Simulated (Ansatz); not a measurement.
Take SrO in the rock salt structure (space group Fm-3m, No. 225; a = 5.122 Å) as the base. Axes: x, y, z lie along the cube axes.

Method: PBEsol (Ansatz, a first-principles code; PAW; 420 eV plane waves; no SOC).

Base values:

Smallest direct gap: 3.26 eV
Electron mass: 1.2 mₑ along k, 0.39 mₑ across (at X)
Band gap: 3.20 eV

It is then changed as follows: uniaxial strain ε_zz = −2.00 %, all other strain components held at zero; the atoms relax in the strained cell.

Question: What happens to the smallest direct gap?

Answer: The smallest direct gap shrinks by 0.07 eV (3.26 eV → 3.19 eV).

Question: What happens to the energy relative to the base?

Answer: The energy rises by 4.2 meV/atom.

Question: How does this affect the electron mass?

Answer: The electron mass is still 1.2 mₑ along k, 0.39 mₑ across (at X).

Question: How does this affect the band gap?

Answer: The band gap drops by 0.121 eV (3.20 eV → 3.07 eV).

Effective masses come from finite differences of ±0.01 Å⁻¹. Along k means along the line from Γ to the band edge. Stability against distortions was not tested.
